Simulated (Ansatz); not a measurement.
## TiC, pressure series

The parent structure is TiC in the rock salt structure (space group Fm-3m, No. 225; a = 4.328 Å).

Cell and atoms are relaxed at each pressure.

Computed with DFT with r2SCAN, PAW potentials and a 500 eV plane-wave cutoff in Ansatz (a quantum-chemistry and plane-wave program), no spin-orbit coupling.

```json
[
 {"pressure (GPa)": "-2", "volume per atom (Å³/atom)": "10.211"},
 {"pressure (GPa)": "-1", "volume per atom (Å³/atom)": "10.172"},
 {"pressure (GPa)": "0", "volume per atom (Å³/atom)": "10.132"},
 {"pressure (GPa)": "0.7", "volume per atom (Å³/atom)": "?"},
 {"pressure (GPa)": "1.5", "volume per atom (Å³/atom)": "10.076"},
 {"pressure (GPa)": "3", "volume per atom (Å³/atom)": "10.020"},
 {"pressure (GPa)": "5", "volume per atom (Å³/atom)": "9.948"},
 {"pressure (GPa)": "7.5", "volume per atom (Å³/atom)": "9.862"},
 {"pressure (GPa)": "10", "volume per atom (Å³/atom)": "9.779"}
]
```

Problem. Fit the third-order Birch–Murnaghan form P(V) = (3B₀/2)[(V₀/V)^(7/3) − (V₀/V)^(5/3)]·[1 + (3/4)(B₀′ − 4)((V₀/V)^(2/3) − 1)] (squares taken in P) to the rows shown and predict the withheld row.

Solution. Least squares on the printed values gives V₀ = 10.133 Å³/atom, B₀ = 263 GPa, B₀′ = 3.9; this predicts 10.106 Å³/atom, and the run gives 10.106 Å³/atom, in agreement.

Load acts through the strain it causes; cell and atoms are relaxed under it. No phonon test of stability was made. Competing high-pressure phases were not computed. All final runs are without spin polarisation.
